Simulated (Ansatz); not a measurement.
```
CdLi3
1.0
    0.00000     3.28446     3.28446
    3.28446     0.00000     3.28446
    3.28446     3.28446     0.00000
Li Cd
3 1
Direct
  0.25000   0.25000   0.25000
  0.75000   0.75000   0.75000
  0.50000   0.50000   0.50000
  0.00000   0.00000   0.00000
```

Computed with PBEsol, DFPT electron-phonon coupling, linearised Boltzmann equation (plane waves, PAW, scalar-relativistic; Ansatz, a program for electronic structure). How the cell was made: relaxed with this functional, without spin-orbit coupling.

Task: Predict λ, the logarithmic mean phonon energy and the superconducting Tc for μ* = 0.13 referred to 19.4 meV.

Result: λ = 0.62, ħω_log = 9.4 meV, Tc 1.56 K from the anisotropic Eliashberg equations. μ* is a chosen number, and Tc is 2.9 K at 0.08 and 1.01 K at 0.16.

A metal at this level (no band gap). The phonons are harmonic. Spin-orbit coupling is left out. The self-energy correction of the phonons between q points moved λ by about 2 %. The run warned that the eigensolver left some states short of its tolerance. Halving the electron mesh (24x24x24) moves the coupling by up to 1 %, Tc by up to 1 %. Smearing 0.20 eV; phonons on a 4x4x4 q mesh, which this run doesn't test.

Computed structure with no diffraction record at hand here (it may be known, metastable or hypothetical): Li3Cd (Fm-3m).
